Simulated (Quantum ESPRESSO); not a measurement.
A self-consistent single point of Si₂Mo (I4/mmm, 3 atoms in the cell) with Quantum ESPRESSO.

Level of theory: LDA (PZ), GBRV 1.5 ultrasoft (LDA) pseudopotentials (plane waves; Quantum ESPRESSO).

```
CELL_PARAMETERS angstrom
     -1.62424     1.62424     3.96203
      1.62424    -1.62424     3.96203
      1.62424     1.62424    -3.96203
ATOMIC_POSITIONS crystal
  Si 0.66457 0.66457 0.00000
  Si 0.33543 0.33543 0.00000
  Mo 0.00000 0.00000 0.00000
```

Reference input (self-consistent single point, DFT, PBE, plane waves, GBRV 1.5 ultrasoft (PBE) pseudopotentials): ecutwfc = 40 Ry; ecutrho = 320 Ry; occupations = smearing; smearing = fermi-dirac; degauss = 0.0073499 Ry; potentials = {Si: si_pbe_v1.uspp.F.UPF, Mo: mo_pbe_v1.uspp.F.UPF}; K_POINTS = automatic 11 11 11 0 0 0; conv_thr = 1e-11 Ry. This run's input differs from it in these lines:

```diff
@@ -22,4 +22,4 @@
 ATOMIC_SPECIES
-Si    28.0850  si_pbe_v1.uspp.F.UPF
-Mo    95.9500  mo_pbe_v1.uspp.F.UPF
+Si    28.0850  si_lda_v1.uspp.F.UPF
+Mo    95.9500  mo_lda_v1.uspp.F.UPF
 ATOMIC_POSITIONS {crystal}
```

Log, with long lists cut:

```
     Self-consistent Calculation

     iteration #  1     ecut=    40.00 Ry     beta= 0.70

     Threshold (ethr) on eigenvalues was too large:
     Diagonalizing with lowered threshold

     total energy              =    -158.85827941 Ry
     estimated scf accuracy    <       0.06814906 Ry

     iteration #  2     ecut=    40.00 Ry     beta= 0.70

     total energy              =    -158.85082775 Ry
     estimated scf accuracy    <       0.13318951 Ry

     iteration #  3     ecut=    40.00 Ry     beta= 0.70

     total energy              =    -158.87957334 Ry
     estimated scf accuracy    <       0.00707753 Ry

   [... 6 blocks of this kind left out ...]

     iteration # 10     ecut=    40.00 Ry     beta= 0.70

     total energy              =    -158.88078022 Ry
     estimated scf accuracy    <          5.8E-11 Ry

     iteration # 11     ecut=    40.00 Ry     beta= 0.70
     End of self-consistent calculation

     Number of k-points >= 100: set verbosity='high' to print the bands.

     the Fermi energy is    15.0564 ev

!    total energy              =    -158.88078022 Ry
     estimated scf accuracy    <          1.2E-12 Ry
     smearing contrib. (-TS)   =      -0.00086733 Ry
     internal energy E=F+TS    =    -158.87991289 Ry

     convergence has been achieved in  11 iterations

     Forces acting on atoms (cartesian axes, Ry/au):

     atom    1 type  1   force =    -0.00000000   -0.00000000   -0.00435321
     atom    2 type  1   force =    -0.00000000    0.00000000    0.00435321
     atom    3 type  2   force =    -0.00000000   -0.00000000    0.00000000

     Total force =     0.006156     Total SCF correction =     0.000000

          total   stress  (Ry/bohr**3)                   (kbar)     P=     -127.77
  -0.00086988   0.00000000   0.00000000         -127.96        0.00        0.00
  -0.00000000  -0.00086988   0.00000000           -0.00     -127.96        0.00
  -0.00000000  -0.00000000  -0.00086593           -0.00       -0.00     -127.38

   JOB DONE.
```

The run converged in 11 iterations. Against the reference run the pressure goes from -5.17 to -12.78 GPa and the largest force goes from 0.006 to 0.112 eV/Å.

The starting cell comes from a database of computed structures (which also holds hypothetical and non-ambient phases and stackings), without a prior relaxation at this level. Its lattice was rescaled by a random factor within 2.5 % of one. Spin polarisation is off. With a pressure of about -13 GPa the cell is away from its equilibrium volume at this level.

Cost on one core of a shared machine: roughly 2 min.
